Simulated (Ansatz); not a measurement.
PBE against r2SCAN: TaN, pressure 45 GPa

The reference is TaN in the rock salt structure (space group Fm-3m, No. 225; a = 4.4170 Å).

(Cell as relaxed with PBE.)

Levels (all Ansatz, an electronic-structure program, PAW): PBE (420 eV, scalar-relativistic without spin-orbit coupling); r2SCAN (500 eV, no SOC).

Each level relaxes its own structure.

```
base                      PBE    r2SCAN
-------------------  --------  --------
volume per atom      10.77 Å³  10.62 Å³
lattice parameter a   4.417 Å   4.396 Å
band gap                 zero      zero
```

Modification: cell and atoms relaxed at a pressure of 45 GPa.

```json
[
 {"quantity": "shortest interatomic distance", "PBE": "2.131 Å", "r2SCAN": "2.124 Å"},
 {"quantity": "band gap", "PBE": "zero", "r2SCAN": "zero"}
]
```

PBE's shortest interatomic distance lies 0.0063 Å above r2SCAN's (0.3 %); the two agree on the band gap. Neither level is exact; r2SCAN is the comparison here, not a measurement.

Load acts through the strain it causes; cell and atoms are relaxed under it. Stability against distortions was not tested. Competing high-pressure phases were not computed. All final runs are without spin polarisation. This is not the structure that TaN has at room temperature and ambient pressure.
